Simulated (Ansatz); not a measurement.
Au2S in the anti-fluorite structure (space group Fm-3m, No. 225; a hypothetical phase, not in the database extracts checked)

```cif
data_Au2S
_chemical_formula_sum 'S1 Au2'
_space_group_name_H-M_alt 'P 1'
_space_group_IT_number 1
_cell_length_a 4.30751
_cell_length_b 4.30751
_cell_length_c 4.30751
_cell_angle_alpha 60.000
_cell_angle_beta 60.000
_cell_angle_gamma 60.000
loop_
_space_group_symop_operation_xyz
  'x, y, z'
loop_
_atom_site_label
_atom_site_type_symbol
_atom_site_fract_x
_atom_site_fract_y
_atom_site_fract_z
_atom_site_occupancy
S1 S 0.00000 0.00000 0.00000 1
Au1 Au 0.25000 0.25000 0.25000 1
Au2 Au 0.75000 0.75000 0.75000 1
```

Method: PBEsol/PAW in Ansatz (a program for electronic structure), no spin-orbit coupling. Γ-centred 13×13×13 mesh, Fermi–Dirac width 0.05 eV.

| Item | Result |
|---|---|
| Volume per atom | 18.84 Å³ |
| Density | 12.52 g/cm³ |
| Band gap | zero |
| Total energy | -8965.946 eV/atom (σ→0; compares only within this code and set-up) |

With Au present, leaving out spin-orbit coupling can change the band edges. No phonon test of stability was made. All final runs are without spin polarisation.
